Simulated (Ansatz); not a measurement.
**ZrO2: pressure series**

Start from ZrO₂ in the fluorite structure (space group Fm-3m, No. 225).

```yaml
crystal:
  lattice:
    - [0.00000, 2.55794, 2.55794]
    - [2.55794, 0.00000, 2.55794]
    - [2.55794, 2.55794, 0.00000]
  atoms:
    - { symbol: Zr, position: [0.00000, 0.00000, 0.00000] }
    - { symbol: O, position: [0.25000, 0.25000, 0.25000] }
    - { symbol: O, position: [0.75000, 0.75000, 0.75000] }
```

Cell and atoms are relaxed at each pressure.

Levels (all Ansatz, a program for electronic structure, PAW, earlier PAW set): PBE (420 eV, no spin-orbit coupling); r2SCAN (500 eV, no spin-orbit coupling).

The base cell above is that of PBE; each level relaxes its own structures.

| case | volume per atom, PBE | volume per atom, r2SCAN |
|---|---|---|
| pressure −2 GPa | 11.25 Å³ | 11.07 Å³ |
| pressure −1 GPa | 11.21 Å³ | 11.03 Å³ |
| pressure 0.9 GPa | 11.12 Å³ | 10.95 Å³ |
| pressure 2.1 GPa | 11.06 Å³ | 10.90 Å³ |
| pressure 4.5 GPa | 10.96 Å³ | 10.80 Å³ |
| pressure 9 GPa | 10.77 Å³ | 10.63 Å³ |
| pressure 15 GPa | 10.55 Å³ | 10.42 Å³ |
| pressure 22.5 GPa | 10.29 Å³ | 10.19 Å³ |
| pressure 30 GPa | 10.07 Å³ | 9.98 Å³ |

PBE lies above r2SCAN in every row, by 0.09 Å³ to 0.18 Å³. They put the cases in the same order.

Load acts through the strain it causes; cell and atoms are relaxed under it. Stability against distortions was not tested. Competing high-pressure phases were not computed. This is not the structure that ZrO2 has at room temperature and ambient pressure.
